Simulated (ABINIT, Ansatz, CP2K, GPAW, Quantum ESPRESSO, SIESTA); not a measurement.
**One structure in several programs: CaC2 (P1, 6 atoms in the cell)**

Self-consistent single point, at a second geometry (atoms moved at random). First geometry:

```xyz
6
Lattice="3.8762 0.0000 0.0000 1.8496 3.5393 0.0000 0.4118 1.0069 7.2199" Properties=species:S:1:pos:R:3 pbc="T T T"
Ca     2.9979     4.2284     5.4328
Ca     3.1398     0.3179     1.7872
C      1.2751     1.4781     0.4344
C      4.8626     3.0682     6.7856
C      3.0893     2.6824     3.1332
C      3.0484     1.8639     4.0868
```

Second geometry:
```xyz
6
Lattice="3.8762 0.0000 0.0000 1.8496 3.5393 0.0000 0.4118 1.0069 7.2199" Properties=species:S:1:pos:R:3 pbc="T T T"
Ca     2.9882     4.2985     5.5011
Ca     3.0907     0.2884     1.8112
C      1.2691     1.4328     0.4301
C      4.9029     3.0902     6.8439
C      3.1122     2.6844     3.0943
C      3.0499     1.8446     3.9792
```

Shared settings, as Ansatz (a quantum-chemistry and plane-wave program) writes them: kpoints.mp_grid.grid = 7 6 3; scf.occupations.method = fixed. Potentials and cutoffs stand in the table.

```json
[
 {"code": "GPAW", "model": "LDA (Perdew-Wang 92), GPAW PAW datasets LDA (gpaw-data 1.0.1)", "ΔF from the first geometry (meV/atom)": "24.1", "pressure (GPa)": "–", "largest force (eV/Å)": "3.000", "gap on the mesh (eV)": "2.503", "cutoff": "900 eV"},
 {"code": "SIESTA", "model": "LDA PW92, numerical atomic orbitals DZP, PseudoDojo LDA standard norm-conserving potentials (rewritten from UPF to PSML)", "ΔF from the first geometry (meV/atom)": "53.6", "pressure (GPa)": "5.62", "largest force (eV/Å)": "5.428", "gap on the mesh (eV)": "3.612", "cutoff": "grid 300 Ry"},
 {"code": "CP2K", "model": "LDA (Pade form), GPW, DZVP-MOLOPT-SR-GTH basis, GTH-PADE potentials (GTH_POTENTIALS)", "ΔF from the first geometry (meV/atom)": "24.8", "pressure (GPa)": "-2.13", "largest force (eV/Å)": "3.111", "gap on the mesh (eV)": "2.441", "cutoff": "grid 500 Ry"},
 {"code": "Ansatz", "model": "LDA (PW92), PAW files made with PBE", "ΔF from the first geometry (meV/atom)": "23.1", "pressure (GPa)": "-2.10", "largest force (eV/Å)": "2.904", "gap on the mesh (eV)": "2.496", "cutoff": "default"},
 {"code": "ABINIT", "model": "LDA (PW92), norm-conserving pseudopotentials (PseudoDojo nc-sr-04 LDA standard)", "ΔF from the first geometry (meV/atom)": "25.7", "pressure (GPa)": "-1.68", "largest force (eV/Å)": "3.138", "gap on the mesh (eV)": "2.490", "cutoff": "41 Ha"},
 {"code": "Quantum ESPRESSO", "model": "LDA (PZ), GBRV 1.5 ultrasoft (LDA) pseudopotentials", "ΔF from the first geometry (meV/atom)": "25.6", "pressure (GPa)": "-1.71", "largest force (eV/Å)": "3.168", "gap on the mesh (eV)": "2.504", "cutoff": "40 Ry"}
]
```

Size of the force on each atom (eV/Å): Sizes of forces hide their directions.

| code | Ca1 | Ca2 | C3 | C4 | C5 | C6 |
|---|---|---|---|---|---|---|
| GPAW | 0.452 | 0.160 | 2.370 | 2.669 | 2.524 | 3.000 |
| SIESTA | 0.618 | 0.564 | 4.606 | 5.008 | 4.781 | 5.428 |
| CP2K | 0.487 | 0.086 | 2.427 | 2.713 | 2.644 | 3.111 |
| Ansatz | 0.449 | 0.143 | 2.284 | 2.578 | 2.436 | 2.904 |
| ABINIT | 0.451 | 0.141 | 2.516 | 2.810 | 2.671 | 3.138 |
| Quantum ESPRESSO | 0.451 | 0.141 | 2.544 | 2.837 | 2.701 | 3.168 |

A dash marks a value that a program does not give, or that is left out as unsure.

Gaps are read on the mesh.

The spread over the programs that give each value: ΔF from the first geometry within 30.5 meV/atom; pressure within 7.75 GPa; largest force within 2.524 eV/Å; gap on the mesh within 1.171 eV.

SIESTA and CP2K use small atom-centred bases, whose incompleteness enters pressures, forces and empty levels differently from a plane-wave cutoff. Ansatz's pressure is given at a fixed set of plane waves, as the other plane-wave codes print theirs; with its correction for the finite basis it is -1.93 GPa. The pressure of GPAW is left out: its cutoff lies under the one at which its stress was checked. The same LDA comes in different parametrisations, which differ slightly. In the pressure, SIESTA (by 7.33) lies more than 1 GPa from the median of the plane-wave programs. In the gap, SIESTA (by 1.113) lies more than 0.12 eV from the median of the plane-wave programs. In the force vectors, SIESTA (by 2.366), Ansatz (by 0.167) and Quantum ESPRESSO (by 0.104) lie more than 0.08 eV/Å from the median of the plane-wave programs.

The starting cell comes from a database of computed structures (which also holds hypothetical and non-ambient phases and stackings), without a prior relaxation at this level. Its lattice was rescaled by a random factor within 2.5 % of one. For this run, on top of that: atoms moved at random.

Keys are those of Ansatz 0.2.
